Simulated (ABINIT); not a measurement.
# Pressure against volume in MoSi2-type MoSi2 (space group 139) (ABINIT, LDA)

```
MoSi2
1.0
   -1.54258     1.54258     3.77234
    1.54258    -1.54258     3.77234
    1.54258     1.54258    -3.77234
Si Mo
2 1
Cartesian
  0.00000   0.00000   5.01722
  0.00000   0.00000   2.52747
  0.00000   0.00000   0.00000
```

Method: LDA (PW92), norm-conserving pseudopotentials (PseudoDojo nc-sr-04 LDA standard) (plane waves; ABINIT 10.0.3). Settings: pseudos = [Si.upf, Mo.upf]; ecut = 104 Ry; ixc = 7; occopt = 3; tsmear = 0.05 eV; ngkpt = 14 14 14; nshiftk = 1; shiftk = 0 0 0; potentials = PseudoDojo nc-sr-04 LDA standard; nband = 16; kptopt = 1; nstep = 80; tolvrs = 1e-11. The cell above is the first row's. The rows scale it uniformly. In all rows fractional positions and the k mesh are held.

| V (Å^3/atom) | P (GPa) |
|---|---|
| 11.9686 | ? |
| 12.2288 | 17.03 |
| 12.4890 | 10.99 |
| 12.7492 | 5.57 |
| 13.0094 | 0.70 |
| 13.2695 | -3.68 |
| 13.5297 | -7.62 |
| 13.7899 | -11.15 |

Problem. Fit P against V with a cubic, and predict the withheld value at V = 11.9686.

Solution. With u = V - 13.0, the rows have u = -0.7712, -0.5110, -0.2508, 0.0094, 0.2695, 0.5297, 0.7899. Least squares gives P = 0.861 - 17.8147·u + 3.6941·u² - 0.5018·u³. Residuals (row less fit): 0.003, -0.006, 0.001, 0.006, 0.002, -0.006, 0.003; standard error 0.007 (degrees of freedom: 3). The fitted pressure is zero at V0 = 13.05, where dP/dV = -17.46, so B0 = -V0·dP/dV = 228 GPa. At the withheld row, u = -1.0314, so P = 0.861 - 17.8147 × (-1.0314) + 3.6941 × (-1.0314)² - 0.5018 × (-1.0314)³ = 23.715 GPa. The calculation gives 23.74 GPa, 0.025 GPa above the prediction (0.1 % of the range of P in the table). The row lies outside the fitted rows, so this is an extrapolation. From the scatter of the fitted rows alone, a prediction at this place has a standard error of 0.021 GPa, so the miss is 1.2 times that.

Carrying the step between the two nearest rows on in a straight line would have given 23.07, off by 0.67; series whose last step already gives the withheld value aren't shown. The scan was laid around a cell of about the measured size, scaled by a guess for this functional; axis ratios and inner coordinates come from that cell. The runs keep the symmetry of the cell, so they don't test it for distortions. Spin polarisation is off. The shape of the cell and the inner coordinates aren't relaxed, so V0 and B0 belong to this uniform scaling; a relaxed crystal lies no higher in energy and is usually softer (forces reach 0.20 eV/Å in these rows). 1 of the planned runs didn't end soundly and are left out. Cutoffs and mesh are single choices, not tested for convergence of this quantity. Series with a scatter that would blur these digits, or in which a gap closes, are not shown.
